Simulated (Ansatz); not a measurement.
Electronic density of states of amorphous Hf$_{6}$Nb$_{6}$Ta$_{6}$Ti$_{6}$Zr$_{6}$N$_{15}$, density 9.49 g/cm³, on a 2×2×2 Γ-centred mesh with a Gaussian width of 0.1 eV; energies count from the Fermi level. Cell and mesh are small, so fine structure isn't converged. All values below come from PBE, scalar-relativistic without spin-orbit coupling (plane waves to 420 eV, PAW; Ansatz, an electronic-structure program). Sampling: a 2×2×2 Γ-centred mesh; Fermi-Dirac width 0.1 eV; no spin polarisation, though the count of electrons is odd. The usual formal charges leave 87 electrons over, so the level spacing at the Fermi energy parts defect or band states and needn't be the band gap.

Preparation: random packing, a CHGNet melt and quench, and a DFT relaxation. N atoms were pushed apart under 1.9 Å during the dynamics, to hinder bonds among them. The hot cell started wider than the set density and was brought back towards it in steps. It is the lowest in DFT energy of 2 quenches. It is a model cell: composition and starting density were chosen by hand, and all elements were melted together. No dispersion term was used. Its density started from a set value of 9.51 and ended at 9.49 g/cm³. The simulated quench (nominally 390 K/ps over its main leg) is rapid and tends to freeze in more defects than a deposited or slowly cooled glass has. Values belong to this one cell and scatter from quench to quench. The volume was free in the relaxation, at fixed shape. Stress components on the final sampling reach 6.2 GPa. On a 2×2×2 Γ-centred mesh force components of up to 0.35 eV/Å stay, since the relaxation ran on one k-point at (1/4, 1/4, 1/4).

(E - EF (eV), states/(eV atom)): (-12.00, 4.01); (-11.90, 1.98); (-11.80, 0.29); (-11.70, 0.10); (-11.60, 1.20); (-11.50, 3.10); (-11.40, 1.65); (-11.30, 0.17); (-11.20, 0.00); (-11.10, 0.00); (-11.00, 0.00); (-10.90, 0.00); (-10.80, 0.00); (-10.70, 0.00); (-10.60, 0.00); (-10.50, 0.00); (-10.40, 0.00); (-10.30, 0.00); (-10.20, 0.00); (-10.10, 0.00); (-10.00, 0.00); (-9.90, 0.00); (-9.80, 0.00); (-9.70, 0.00); (-9.60, 0.00); (-9.50, 0.00); (-9.40, 0.00); (-9.30, 0.00); (-9.20, 0.00); (-9.10, 0.00); (-9.00, 0.00); (-8.90, 0.00); (-8.80, 0.00); (-8.70, 0.00); (-8.60, 0.00); (-8.50, 0.00); (-8.40, 0.00); (-8.30, 0.00); (-8.20, 0.00); (-8.10, 0.00); (-8.00, 0.00); (-7.90, 0.00); (-7.80, 0.00); (-7.70, 0.00); (-7.60, 0.00); (-7.50, 0.00); (-7.40, 0.00); (-7.30, 0.00); (-7.20, 0.05); (-7.10, 0.14); (-7.00, 0.16); (-6.90, 0.16); (-6.80, 0.25); (-6.70, 0.38); (-6.60, 0.52); (-6.50, 0.50); (-6.40, 0.44); (-6.30, 0.48); (-6.20, 0.49); (-6.10, 0.53); (-6.00, 0.56); (-5.90, 0.66); (-5.80, 0.70); (-5.70, 0.67); (-5.60, 0.66); (-5.50, 0.67); (-5.40, 0.73); (-5.30, 0.77); (-5.20, 0.73); (-5.10, 0.83); (-5.00, 0.87); (-4.90, 0.88); (-4.80, 0.83); (-4.70, 0.86); (-4.60, 0.87); (-4.50, 0.90); (-4.40, 0.77); (-4.30, 0.66); (-4.20, 0.54); (-4.10, 0.47); (-4.00, 0.42); (-3.90, 0.42); (-3.80, 0.33); (-3.70, 0.16); (-3.60, 0.04); (-3.50, 0.05); (-3.40, 0.09); (-3.30, 0.14); (-3.20, 0.15); (-3.10, 0.15); (-3.00, 0.15); (-2.90, 0.15); (-2.80, 0.23); (-2.70, 0.31); (-2.60, 0.38); (-2.50, 0.45); (-2.40, 0.53); (-2.30, 0.54); (-2.20, 0.57); (-2.10, 0.67); (-2.00, 0.81); (-1.90, 0.78); (-1.80, 0.70); (-1.70, 0.73); (-1.60, 0.78); (-1.50, 0.73); (-1.40, 0.73); (-1.30, 0.79); (-1.20, 0.81); (-1.10, 0.77); (-1.00, 0.75); (-0.90, 0.74); (-0.80, 0.72); (-0.70, 0.70); (-0.60, 0.66); (-0.50, 0.71); (-0.40, 0.78); (-0.30, 0.66); (-0.20, 0.56); (-0.10, 0.55); (0.00, 0.54); (0.10, 0.58); (0.20, 0.58); (0.30, 0.57); (0.40, 0.63); (0.50, 0.64); (0.60, 0.57); (0.70, 0.56); (0.80, 0.62); (0.90, 0.63); (1.00, 0.63); (1.10, 0.60); (1.20, 0.64); (1.30, 0.65); (1.40, 0.74); (1.50, 0.79); (1.60, 0.74); (1.70, 0.72); (1.80, 0.72); (1.90, 0.76); (2.00, 0.79); (2.10, 0.84); (2.20, 0.93); (2.30, 0.91); (2.40, 0.82)
